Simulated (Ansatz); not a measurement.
## GaP under a change: isotropic strain −2.50 %

The parent structure is GaP in the zinc blende structure (space group F-43m, No. 216; a = 5.4386 Å).

The change: every lattice vector is shortened by 2.50 %; the atoms relax in the strained cell.

Calculations: Ansatz (a program for electronic structure) PBEsol, scalar-relativistic without spin-orbit coupling. Γ-centred 11×11×11 mesh, Fermi–Dirac width 0.05 eV.

```tsv
quantity	base	changed	shift
volume per atom	20.11 Å³	18.64 Å³	-1.47 Å³
space group	F-43m (No. 216)	F-43m (No. 216)	–
shortest interatomic distance	235.5 pm	229.6 pm	-5.9 pm
energy relative to the base (free energy F)	0 meV/atom	+33 meV/atom	+33 meV/atom
pressure	0.00 GPa	7.63 GPa	+7.63 GPa
band gap	1.45 eV	1.30 eV	-0.15 eV
gap character	indirect, Γ → Γ–X (87 % along)	indirect, Γ → Γ–X (87 % along)	–
smallest direct gap	1.80 eV	2.43 eV	+0.63 eV
mean gap deformation potential ΔEg/Δln V	–	+2.0 eV	–
width of the top valence band	3.51 eV	3.90 eV	+0.39 eV
electron mass	1.2 mₑ along k, 0.23 mₑ across (off the special points)	1.3 mₑ along k, 0.22 mₑ across (off the special points)	–
valley order (the lowest conduction-band minima on the path, energy above the VBM, named in the base's zone)	a point along ⟨100⟩, about 1.0 Å⁻¹ from Γ 1.45 eV; L along ⟨111⟩ 1.60 eV; Γ 1.80 eV	a point along ⟨100⟩, about 1.0 Å⁻¹ from Γ 1.30 eV; L along ⟨111⟩ 1.83 eV; Γ 2.43 eV	–
```

Effective masses come from finite differences of ±0.01 Å⁻¹. Along k means along the line from Γ to the band edge. Whether these cells are dynamically stable was not tested.
